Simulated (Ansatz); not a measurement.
# Hypothetical zinc blende TlBr under a change: holes 1.5×10^21 cm⁻³

The reference is TlBr in the zinc blende structure (space group F-43m, No. 216; a = 7.311 Å; a hypothetical phase, not in the database extracts checked).

One thing is altered: hole doping at 1.5×10^21 cm⁻³ (0.147 per cell), with a uniform compensating background at fixed cell and a 300 K Fermi–Dirac width.

All numbers come from PBEsol (Ansatz, a program for electronic structure; PAW; 420 eV plane waves; without spin-orbit coupling), earlier PAW set. Γ-centred 18×18×18 mesh, Fermi–Dirac width 0.0259 eV.

Gap between the host's bands: 2.93 eV (base 2.77 eV)
Gap character: indirect, W → X (base indirect, W → X)
Valley order (the lowest conduction-band minima on the path, energy above the VBM, named in the base's zone): X along ⟨100⟩ 2.93 eV; a point along ⟨110⟩, about 0.5 Å⁻¹ from Γ 3.86 eV; a point along ⟨111⟩, about 0.4 Å⁻¹ from Γ 3.93 eV (base X along ⟨100⟩ 2.77 eV; a point along ⟨110⟩, about 0.5 Å⁻¹ from Γ 3.72 eV; a point along ⟨111⟩, about 0.4 Å⁻¹ from Γ 3.79 eV)
Fermi level relative to the doped band's edge (positive inside the band; to 0.05 eV): +0.05 eV

Cost of the whole job for the changed cell (relaxation, final SCF and bands): very roughly 26 core-seconds.

Carriers are added with a uniform compensating background; total energy and stress of such cells depend on the potential's zero and are not compared; many-body gap narrowing is missing at this level. With Tl present, leaving out spin-orbit coupling can change the band edges. Stability against distortions was not tested.
